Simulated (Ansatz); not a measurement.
Ta (model structure, started from the fcc type, Fm-3m, No. 225, 1 atoms in the cell)

The numbers are results of PBEsol (PAW; Ansatz, an electronic-structure program), not measurements.

Run with plane-wave cutoff 520 eV, 22×22×22 k mesh, Fermi–Dirac smearing 0.05 eV, scalar-relativistic PAW data made under PBE.

Cell (relaxed at this level):

```xyz
1
Lattice="0.0000 2.0881 2.0881 2.0881 0.0000 2.0881 2.0881 2.0881 0.0000" Properties=species:S:1:pos:R:3 pbc="T T T"
Ta     0.0000     0.0000     0.0000
```

```
Item                    Result
---------------  -------------
band gap         zero (no gap)
bulk modulus B0        202 GPa
```

Note: the bulk modulus is −V dP/dV from two relaxed cells at ±2 % in volume; the relaxation could raise the start's symmetry but not lower it, so the cell can be a saddle point.

Spin–orbit coupling is not included.

The result took around 20 core-seconds (rough).

A model structure was made by putting elements into a prototype or built by hand; it is no filed structure, need not be a known phase, and can be a saddle point held by its symmetry.
